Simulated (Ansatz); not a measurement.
What pressure 2.1 GPa does to C

Base system: C in the diamond structure (space group Fd-3m, No. 227; a = 3.532 Å).

One thing is altered: a hydrostatic pressure of 2.1 GPa.

Level of theory: LDA/PAW in Ansatz (a first-principles code), spin-orbit coupling left out. k-mesh 16×16×16 (Γ-centred); smearing 0.05 eV (Fermi–Dirac).

The density goes up by 0.02 g/cm³ to 3.64 g/cm³ and the lattice parameter a falls by 0.0053 Å (3.532 Å → 3.526 Å). The enthalpy H = E + PV relative to the base's energy is +0.07 eV/atom and the band gap rises by 0.01 eV to 4.18 eV. The gap character is still indirect, Γ → Γ–X (71 % along) and the smallest direct gap increases by 0.013 eV to 5.64 eV. The width of the top valence band increases by 0.04 eV to 8.66 eV and the electron mass remains 1.8 mₑ along k, 0.29 mₑ across (off the special points). The hole mass (degenerate bands, along [100]) is still 0.29, 0.29, 0.55 mₑ (at Γ).

Final structure:

```
C
1.0
    0.00000     1.76324     1.76324
    1.76324     0.00000     1.76324
    1.76324     1.76324     0.00000
C
2
Cartesian
  0.00000   0.00000   0.00000
  0.88162   0.88162   0.88162
```

Cost of the whole job for the changed cell (relaxation, final SCF and bands): about 10 core-seconds (a rough figure).

Load acts through the strain it causes; cell and atoms are relaxed under it. Masses are band curvatures over ±0.01 Å⁻¹ around the edge. Along k means along the line from Γ to the band edge. Stability against distortions was not tested.
